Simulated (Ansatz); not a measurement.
**AlB2-type MgB2**

All values below come from BLYP (PAW; Ansatz, a first-principles code).

Run with plane-wave cutoff 520 eV, 24×24×16 k mesh (along the axes of the cell as run), Fermi–Dirac smearing 0.05 eV, scalar-relativistic PAW data made under PBE.

Cell (relaxed at this level):

```
MgB2
1.0
    1.54187    -2.67060     0.00000
    1.54187     2.67060     0.00000
    0.00000     0.00000     3.55637
Mg B
1 2
Cartesian
  0.00000   0.00000   0.00000
  1.54187   0.89020   1.77819
  1.54187  -0.89020   1.77819
```

| Item | Result |
|---|---|
| bulk modulus B0 | 138 GPa |
| band gap | zero (no gap) |
| pressure derivative B′ of the bulk modulus | 3.7 |

Measured, for comparison: bulk modulus 151 ± 5 GPa (room temperature, not corrected to a static lattice, B' fixed at 4, our sources range from 147 to 151; as tabulated in Vogt et al. (2001), arXiv:cond-mat/0102480). Computed (rounded) less measured: bulk modulus -9 % (-6 % to -9 % over the range).

Note: the bulk modulus comes from volumes at which shape and atoms were relaxed.

Computed values are for the static lattice.

Computing time: around 2.7 core-minutes (rough).
